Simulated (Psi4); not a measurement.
Psi4 1.11, PBE/def2-tzvp: In(All)(H)2 (C=C[CH2][InH2]), 11 atoms. The geometry is a generated start, not checked to be a minimum at this level.

```json
{
 "task": "energy",
 "method": "pbe",
 "basis": "def2-tzvp",
 "memory": "3 GB",
 "maxiter": "100",
 "keys_of_the_molecule_block": "symmetry c1",
 "scf_type": "df (default)",
 "guess": "auto, which took SAD (default)",
 "scf_initial_accelerator": "adiis (default)",
 "e_convergence": "1e-06 (default)",
 "d_convergence": "1e-06 (default)",
 "dft_radial_points": "75 (default)",
 "dft_spherical_points": "302 (default)",
 "effective_core_potentials": "those of the basis set, past Kr",
 "basis_functions": "185",
 "grid_points": "237850"
}
```

```xyz
11

In    -1.2218     1.5895     0.4360
C      0.5932     0.2652     0.7087
C      0.3016    -1.0192     0.0577
C      0.6954    -1.3545    -1.1662
H      0.7455     0.1697     1.7858
H      1.4414     0.7826     0.2587
H     -0.2964    -1.7219     0.6345
H      1.3006    -0.6898    -1.7657
H      0.4533    -2.3108    -1.5988
H     -1.4520     3.1405     1.2474
H     -2.5607     1.1487    -0.5980
```

One run each on 2 threads. Values of diis_max_vecs tried: 3, 6, 10 (default), 20.

Which value of diis_max_vecs needs the fewest SCF iterations, and what happens away from it?

Fewest SCF iterations, within one of each other: 6 with 10, 10 (default) with 10, 20 with 10. The count rises to 27 at 3. All converge to one solution.

```json
[
 {"diis_max_vecs": "3", "SCF iterations": "27", "end": "same solution"},
 {"diis_max_vecs": "6", "SCF iterations": "10", "end": "same solution"},
 {"diis_max_vecs": "10 (default)", "SCF iterations": "10", "end": "same solution"},
 {"diis_max_vecs": "20", "SCF iterations": "10", "end": "same solution"}
]
```
